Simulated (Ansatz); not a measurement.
The parent structure is MgO in the rock salt structure (space group Fm-3m, No. 225; a = 4.159 Å). Axes: x, y, z lie along the cube axes.

Calculations: plane-wave PAW DFT at the LDA level (Ansatz, an electronic-structure program, 420 eV), no spin-orbit coupling.

Base values:

```
Property          Result
---------------  -------
Volume per atom  8.99 Å³
Band gap         5.03 eV
```

Perturbation: biaxial strain −1.25 %, plane normal [111], relaxed out of plane (Cartesian); in-plane vectors clamped, the third vector and the atoms free.

**Question.** What happens to the volume per atom and band gap?

**Answer.** The volume per atom shrinks by 0.18 Å³ to 8.81 Å³; the band gap goes up by 0.16 eV, from 5.03 eV to 5.19 eV.

Stability against distortions was not tested.
